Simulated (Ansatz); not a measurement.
Structures of equal composition on the (111) surface of fcc Ir: a layer of Ru in place of the second plane; a layer of Ru in place of the third plane. The slabs share one bottom face, and each structure is named by its start. These are constructed structures in small cells; real faces may alloy, dewet or reconstruct in larger ones, and not all known structures of the face are among them. Slabs of about 11 Å, Fermi-Dirac smearing of 0.1 eV. Bottom of the slabs: a bare face, its two planes held. Relaxed from the named starts with such symmetry as they have, on meshes of like density; energies extrapolated to zero smearing; spin only where a row says so; no spin-orbit coupling, no U. Brackets mark spin-polarised runs, whose order is one that fits the cell.

The numbers are results of PBE (plane waves to 420 eV, PAW; Ansatz, a program for electronic structure), not measurements.

**Question.** Put the candidates in order of energy per 1x1 cell, lowest first, for PBE.

**Answer.** a layer of Ru in place of the second plane (0.000 eV), a layer of Ru in place of the third plane (0.124 eV)
